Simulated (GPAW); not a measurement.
Worked example: self-consistent single point of ScGa5Fe (P4/mmm, 7 atoms in the cell) in GPAW.

Method: PBEsol, GPAW PAW datasets PBEsol (made by gpaw-setup) (plane waves; GPAW).

```xyz
7
Lattice="4.1175 0.0000 0.0000 0.0000 4.1175 0.0000 0.0000 0.0000 6.6047" Properties=species:S:1:pos:R:3 pbc="T T T"
Sc     0.0000     0.0000     0.0000
Ga     0.0000     2.0587     2.0213
Ga     0.0000     2.0587     4.5834
Ga     2.0587     0.0000     2.0213
Ga     2.0587     0.0000     4.5834
Ga     2.0587     2.0587     0.0000
Fe     0.0000     0.0000     3.3024
```

Reference input (self-consistent single point, DFT PBEsol, plane waves, GPAW PAW datasets PBEsol (made by gpaw-setup)): mode = pw; ecut = 850 eV; xc = PBEsol; kpts = 5 5 3; mesh shift (steps) = 0 0 0; occupations.name = methfessel-paxton; occupations.width = 0.2 eV; occupations.order = 0; nbands = -15; convergence.density = 1e-05 e/electron; convergence.energy = 1e-05 eV/electron; symmetry.symmorphic = false. This run's input differs from it in these lines:

```diff
@@ -19,3 +19,3 @@
             xc='PBEsol',
-            kpts=(5, 5, 3),
+            kpts={'size': (6, 6, 4), 'gamma': True},
             occupations={'name': 'methfessel-paxton', 'width': 0.2, 'order': 0},
```

Log, with long lists cut:

```
     iter     time        total  log10-change:
                         energy   eigst   dens
iter:   1 --:--:--   -37.826791
iter:   2 --:--:--   -35.302775   -0.43  -0.93
iter:   3 --:--:--   -35.050869   -0.94  -1.01
iter:   4 --:--:--   -37.065158   -0.77  -1.07
iter:   5 --:--:--   -34.650630   -1.05  -1.09
   [... 7 lines left out ...]
iter:  13 --:--:--   -34.495086   -3.47  -2.46
iter:  14 --:--:--   -34.491527   -3.58  -2.49
iter:  15 --:--:--   -34.488913   -3.41  -2.56
iter:  16 --:--:--   -34.488931   -4.17  -2.81
iter:  17 --:--:--   -34.488937c  -4.68  -2.93
iter:  18 --:--:--   -34.488857c  -4.90  -2.96
iter:  19 --:--:--   -34.488812c  -4.95  -3.11
iter:  20 --:--:--   -34.488783c  -6.34  -3.43
iter:  21 --:--:--   -34.488740c  -5.98  -3.55
iter:  22 --:--:--   -34.488742c  -6.32  -3.70
iter:  23 --:--:--   -34.488742c  -6.57  -3.73
iter:  24 --:--:--   -34.488745c  -7.04  -3.97
iter:  25 --:--:--   -34.488744c  -6.74  -4.00
iter:  26 --:--:--   -34.488743c  -7.95c -4.10
iter:  27 --:--:--   -34.488742c  -7.32  -4.10
iter:  28 --:--:--   -34.488741c  -7.21  -4.15
iter:  29 --:--:--   -34.488743c  -8.01c -4.42
iter:  30 --:--:--   -34.488745c  -8.06c -4.69
iter:  31 --:--:--   -34.488745c  -8.49c -4.89
iter:  32 --:--:--   -34.488746c  -9.03c -5.00c
Converged after 32 iterations.

Dipole moment: (0.000000, 0.000000, 0.000002) |e|*Ang

Energy contributions relative to reference atoms: (reference = -319573.422196)

Kinetic:        +79.479002
Potential:      -63.073355
External:        +0.000000
XC:             -51.162550
Entropy (-ST):   -0.063309
Local:           +0.299812
SIC:             +0.000000
--------------------------
Free energy:    -34.520400
Extrapolated:   -34.488746

Showing only first 2 kpts
 Kpt  Band  Eigenvalues  Occupancy
  0    15      7.59408    1.34921
  0    16      8.61661    0.00000
  0    17      8.61661    0.00000
  0    18      9.42356    0.00000

  1    15      7.88448    0.10943
  1    16      8.27017    0.00002
  1    17      8.29842    0.00001
  1    18      8.29842    0.00001

Fermi level: 7.65810

No gap
   [... lines left out ...]
  1 Ga    0.00000    0.00000   -0.12839
  2 Ga    0.00000    0.00000    0.12839
  3 Ga    0.00000    0.00000   -0.12839
  4 Ga    0.00000    0.00000    0.12839
  5 Ga   -0.00000   -0.00000    0.00000
  6 Fe    0.00000    0.00000    0.00000

Stress tensor:
     0.007496     0.000000     0.000000
     0.000000     0.007496     0.000000
     0.000000     0.000000     0.006089
Stress (GPa, Voigt): [1.201  1.201  0.9755 0.     0.     0.    ]
```

The run converged in 32 iterations. GPAW prints stress with tension positive. Against the reference run the free energy goes up by 1.2 meV/atom, the pressure stays at -1.13 GPa and the largest force goes from 0.169 to 0.128 eV/Å.

The starting cell comes from a database of computed structures (which also holds hypothetical and non-ambient phases and stackings), without a prior relaxation at this level. Its lattice was rescaled by a random factor within 2.5 % of one. Spin polarisation is off.

Cost on one core of a shared machine: roughly 2 min.
